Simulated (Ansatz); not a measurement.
**Ba in the bcc (W type) structure (space group Im-3m, No. 229)**

```cif
data_Ba
_chemical_formula_sum 'Ba1'
_space_group_name_H-M_alt 'P 1'
_space_group_IT_number 1
_cell_length_a 4.34745
_cell_length_b 4.34745
_cell_length_c 4.34745
_cell_angle_alpha 109.471
_cell_angle_beta 109.471
_cell_angle_gamma 109.471
loop_
_space_group_symop_operation_xyz
  'x, y, z'
loop_
_atom_site_label
_atom_site_type_symbol
_atom_site_fract_x
_atom_site_fract_y
_atom_site_fract_z
_atom_site_occupancy
Ba1 Ba 0.00000 0.00000 0.00000 1
```

Computed with PBE (Ansatz, an electronic-structure program), no SOC, earlier PAW set. Settings: 13×13×13 k-points, 0.05 eV Fermi–Dirac smearing.

| Property | Value |
|---|---|
| Volume per atom | 63.25 Å³ |
| Density | 3.61 g/cm³ |
| Band gap | zero |
| Total energy | -5949.700 eV/atom (σ→0; compares only within this code and set-up) |

Whether these cells are dynamically stable was not tested.
